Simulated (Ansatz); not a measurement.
A self-consistent single point of Lu₂AlCo₃ (R3m, 6 atoms in the cell) with Ansatz (a program for electronic structure).

Level of theory: LDA (PW92), default PAW files made with PBE (plane waves; Ansatz).

The change in words: lattice scaled by 0.98; basis.ecutwfc: 30.9 Ry → 15.4 Ry. Reference geometry:
```yaml
crystal:
  lattice:
    - [2.59108, 1.49596, 3.78806]
    - [-2.59108, 1.49596, 3.78806]
    - [0.00000, -2.99193, 3.78806]
  atoms:
    - { symbol: Lu, position: [0.37555, 0.37555, 0.37555] }
    - { symbol: Lu, position: [0.62885, 0.62885, 0.62885] }
    - { symbol: Al, position: [0.00000, 0.00000, 0.00000] }
    - { symbol: Co, position: [0.50000, 0.00000, 0.00000] }
    - { symbol: Co, position: [0.00000, 0.50000, 0.00000] }
    - { symbol: Co, position: [0.00000, 0.00000, 0.50000] }
```

Reference input (self-consistent single point, DFT, LDA (PW92), plane waves, default PAW files made with PBE): basis.ecutwfc = 30.9 Ry; kpoints.mp_grid.grid = 5 5 5; hamiltonian.xc = lda; hamiltonian.pseudopotentials = {kind: paw} (the program's default PAW files); scf.occupations.method = fermi_dirac; scf.occupations.width = 0.0073 Ry. This run's input differs from it in these lines:

Ansatz 0.2 input:
```diff
@@ -2,5 +2,5 @@
   lattice:
-    - [2.591084, 1.495964, 3.788058]
-    - [-2.591084, 1.495964, 3.788058]
-    - [0.000000, -2.991926, 3.788058]
+    - [2.539262, 1.466045, 3.712297]
+    - [-2.539262, 1.466045, 3.712297]
+    - [0.000000, -2.932087, 3.712297]
   atoms:
@@ -13,3 +13,3 @@
 basis:
-  ecutwfc: 30.9 Ry
+  ecutwfc: 15.4 Ry
 kpoints:
```

Log, with long lists cut:

```
SCF iter   1: F=—  HF=-44641.512349 eV  |F-HF|=—  |Δ(HF+E_count)|=         —  Δρ=3.06e-1  dr2=3.95e1  ethr=1.77e-3  ⟨swp⟩=5.1  Hψ=3546  notcnv=0
all-band conjugate gradients solve this SCF's bands
preconditioner: auto → Kerker (q_TF=auto, 2.833 Å⁻¹)
SCF iter   2: F=—  HF=-44630.924995 eV  |F-HF|=—  |Δ(HF+E_count)|=    1.06e1  Δρ=1.17e-1  dr2=5.61e0  ethr=1.77e-3  ⟨swp⟩=3.0  Hψ=3061  notcnv=0  defer=10
   [... lines left out ...]
SCF iter   7: F=—  HF=-44628.943224 eV  |F-HF|=—  |Δ(HF+E_count)|=   2.67e-4  Δρ=7.25e-4  dr2=1.81e-4  ethr=1.03e-6  ⟨swp⟩=2.0  Hψ=1460  notcnv=0  defer=15
SCF iter   8: F=—  HF=-44628.943195 eV  |F-HF|=—  |Δ(HF+E_count)|=   2.93e-5  Δρ=2.66e-4  dr2=4.76e-5  ethr=1.74e-7  ⟨swp⟩=2.0  Hψ=1901  notcnv=0  defer=15
SCF iter   9: F=—  HF=-44628.943172 eV  |F-HF|=—  |Δ(HF+E_count)|=   2.27e-5  Δρ=8.72e-5  dr2=5.85e-6  ethr=4.58e-8  ⟨swp⟩=1.0  Hψ=1196  notcnv=0  defer=15
SCF iter  10: F=-44628.943172 eV  HF=-44628.943172 eV  |F-HF|=4.45e-8  |Δ(HF+E_count)|=   4.95e-7  Δρ=8.30e-6  dr2=5.12e-8  ethr=9.62e-11  ⟨swp⟩=6.8  Hψ=4230  notcnv=0
SCF 1 converged in 10 iterations: F = -44628.943172 eV  dr2 = 5.12e-8
Free energy (F): -44628.943172 eV
Internal energy: -44628.777100 eV  (E = F + TS)
E sigma→0 (E₀):  -44628.860136 eV
Entropy (-TS):   -0.166072 eV (-27.679 meV/atom)
Fermi energy:    17.806788 eV
--- Forces (eV/Å), atoms counted from 1 ---
  atom   1  Lu     0.00000000    -0.00000003    -0.23379509
  atom   2  Lu     0.00000000     0.00000004     0.28180836
  atom   3  Al     0.00000000    -0.00000000    -0.00463992
  atom   4  Co     0.01904187     0.01099382    -0.01446519
  atom   5  Co    -0.01904187     0.01099382    -0.01446519
  atom   6  Co    -0.00000000    -0.02198766    -0.01446519
--- Stress (GPa, compression-positive) ---
        2.913387      -0.000000       0.000000
       -0.000000       2.913387       0.000002
       -0.000000       0.000002      16.512949
  P = ⅓ Tr σ = 7.4466 GPa (74.466 kbar)
  The stress holds the Pulay correction. Without it, at fixed plane waves, as pw.x and ABINIT print it: P = -540.0765 GPa
```

The run converged in 10 iterations. Against the reference run the free energy rises by 10.1 eV/atom, the pressure goes from -5.22 to 7.45 GPa and the largest force goes from 0.250 to 0.282 eV/Å.

The starting cell comes from a database of computed structures (which also holds hypothetical and non-ambient phases and stackings), without a prior relaxation at this level. Its lattice was rescaled by up to half a per cent. One atom was moved a little off its site on purpose. For this run, on top of that: lattice scaled by 0.98. Spin polarisation is off. Ansatz's pressure includes its estimate of the finite-basis (Pulay) stress. Without the estimate this run gives -540.08 GPa. The cutoff lies below the one recommended for these files.
